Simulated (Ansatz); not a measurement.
Input:

```
AlN
1.0
    3.10695     0.00000     0.00000
   -1.55347     2.69070     0.00000
    0.00000     0.00000     4.99017
Al N
2 2
Direct
  0.66667   0.33333   0.49934
  0.33333   0.66667   0.99934
  0.66667   0.33333   0.88066
  0.33333   0.66667   0.38066
```

All values below come from PBEsol with spin-orbit coupling, rigid bands (plane waves, PAW; Ansatz, a quantum-chemistry and plane-wave program). Condition of this run: biaxial stress xx = yy = 1 GPa (compression positive) (the target of the relaxation). Cell: cell and atoms relaxed with PBEsol, then loaded as said.

Question: What conductivity effective mass do dilute holes have at 300 K?

Answer: 3.8 (x), 3.8 (y), 0.43 (z) mₑ.

Question: What conductivity effective mass do dilute electrons have at 300 K?

Answer: 0.31 (x), 0.31 (y), 0.30 (z) mₑ.

Question: And the band gap?

Answer: 4.14 eV at this level; semilocal functionals usually fall short of the measured gap.

Rigid bands, one relaxation time for all states, no polarons.
